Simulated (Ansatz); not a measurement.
# What uniaxial strain ε_zz = −2.00 % does to Cd

Consider Cd in the hcp (Mg type) structure (space group P6_3/mmc, No. 194; a = 3.029 Å, c = 5.759 Å; relaxed with 0.1 eV smearing). Axes: x lies along a and z along c of the hexagonal cell.

Modification: the cell is compressed by 2.00 % along z with no lateral relaxation, atoms relaxed at fixed cell.

The values are results of PBE/PAW in Ansatz (a first-principles code), scalar-relativistic without spin-orbit coupling, not measurements. Γ-centred 22×22×10 mesh, Fermi–Dirac width 0.1 eV.

- Volume per atom = 22.43 Å³ (base 22.89 Å³)
- Energy relative to the base (free energy F) = +1.2 meV/atom
- Pressure (mean of the normal stresses, compression positive) = 0.7 GPa (base 0.0 GPa)
- Band gap = zero (base zero)
- Stress (xx, yy, zz, yz, xz, xy; compression positive) = (0.6, 0.6, 0.8, 0.0, 0.0, 0.0) GPa

Final structure:

```
CELL_PARAMETERS angstrom
      3.02943     0.00000     0.00000
     -1.51472     2.62357     0.00000
      0.00000     0.00000     5.64374
ATOMIC_POSITIONS crystal
  Cd 0.66667 0.33333 0.75000
  Cd 0.33333 0.66667 0.25000
```

Stability against distortions was not tested.
